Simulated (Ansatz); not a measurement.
These are PBE (plane waves to 420 eV, PAW; Ansatz, an electronic-structure program) values and carry that method's errors.

Host crystal: monoclinic ZrO2, with a band gap (PBE, scalar-relativistic without spin-orbit coupling).

Planar average of the electrostatic potential across the slab, in eV from the highest filled level, for Cu on the 1x1 (100) surface of monoclinic ZrO2 (cut with top plane 2 O), one in a 1x1 cell, started at the site 'hollow O-O-O':

| z (Å) | V (eV) |
|---|---|
| 5.51 | 5.05 |
| 5.80 | 5.05 |
| 6.09 | 5.05 |
| 6.38 | 5.05 |
| 6.67 | 5.05 |
| 6.96 | 5.05 |
| 7.25 | 5.05 |
| 7.54 | 5.05 |
| 7.83 | 5.04 |
| 8.12 | 5.01 |
| 8.41 | 4.93 |
| 8.70 | 4.71 |
| 8.99 | 4.14 |
| 9.28 | 1.93 |
| 9.57 | -1.32 |
| 9.86 | -3.85 |
| 10.15 | -5.75 |
| 10.44 | -8.06 |
| 10.73 | -10.63 |
| 11.02 | -11.36 |
| 11.31 | -10.60 |
| 11.60 | -8.24 |
| 11.89 | -7.46 |
| 12.18 | -7.61 |
| 12.47 | -9.43 |
| 12.76 | -11.37 |
| 13.05 | -11.37 |
| 13.34 | -9.77 |
| 13.63 | -7.08 |
| 13.92 | -4.88 |
| 14.21 | -3.70 |
| 14.50 | -3.74 |
| 14.79 | -3.70 |
| 15.08 | -4.90 |
| 15.37 | -7.11 |
| 15.66 | -9.80 |
| 15.95 | -11.25 |
| 16.24 | -10.73 |
| 16.53 | -8.98 |
| 16.82 | -7.91 |
| 17.11 | -7.88 |
| 17.40 | -7.94 |
| 17.69 | -9.66 |
| 17.98 | -10.84 |
| 18.27 | -11.02 |
| 18.56 | -8.74 |
| 18.85 | -6.40 |
| 19.14 | -5.75 |
| 19.43 | -5.49 |
| 19.72 | -3.40 |
| 20.01 | -0.30 |
| 20.30 | 1.79 |
| 20.59 | 3.57 |
| 20.88 | 4.33 |
| 21.17 | 4.61 |
| 21.46 | 4.74 |
| 21.75 | 4.79 |
| 22.04 | 4.82 |
| 22.33 | 4.83 |
| 22.62 | 4.84 |
| 22.91 | 4.84 |
| 23.20 | 4.85 |
| 23.49 | 4.85 |
| 23.78 | 4.85 |
| 24.07 | 4.85 |

Model: 25-atom slab, 9.4 Å thick at the start under the adsorbate (thin: gaps and levels are the slab's own), 4x4x1 mesh, Fermi-Dirac 0.01 eV, dipole correction, 12 atoms held, the rest relaxed; no symmetry held; spin-polarised, ending with about 1.0 μB a cell; orders that need a larger cell were not tried, no spin-orbit, no U, no dispersion correction. At the end it is bonded to 2 O + 4 Zr. In PBE it is, or lies within 0.03 eV of, the lowest of the starts that converged.

The vacuum level lies 4.85 eV above the highest filled level over the top face and 5.05 eV above it under the bottom face.
